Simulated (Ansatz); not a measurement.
The reference is GaN in the wurtzite structure (space group P6_3mc, No. 186; a = 3.152 Å, c = 5.138 Å). Axes: x lies along a and z along c of the hexagonal cell.

Method: LDA/PAW in Ansatz (a first-principles code), no spin-orbit coupling.

Before the change:

| Item | Value |
|---|---|
| Width of the top valence band | 2.92 eV |
| Band gap | 2.13 eV |
| Electron mass | 0.18 mₑ along c, 0.20 mₑ across (at Γ) |
| Pressure | 0.00 GPa |
| Valence-band top at Γ | 0.00, 0.00, -0.05 eV |

Modification: uniaxial strain ε_zz = +0.60 %, all other strain components held at zero; the atoms relax in the strained cell.

### Question
How does this affect the width of the top valence band?

### Answer
The width of the top valence band is still 2.92 eV.

### Question
What happens to the band gap?

### Answer
The band gap shrinks by 0.06 eV (2.13 eV → 2.07 eV).

### Question
Predict the new electron mass.

### Answer
The electron mass becomes 0.17 mₑ along z, 0.19 mₑ across (at Γ) (base: 0.18 mₑ along c, 0.20 mₑ across (at Γ)).

### Question
What does the calculation give for the pressure after the change?

### Answer
The pressure (mean of the normal stresses, compression positive) goes from zero to -1.20 GPa.

### Question
What happens to the valence-band top at Γ?

### Answer
The valence-band top at Γ (three highest levels, from the VBM) changes from 0.00, 0.00, -0.05 eV to 0.00, 0.00, -0.09 eV.

Masses are band curvatures over ±0.01 Å⁻¹ around the edge. Gaps are Kohn–Sham eigenvalue differences; semilocal functionals usually give less than the measured gap. Stability against distortions was not tested.
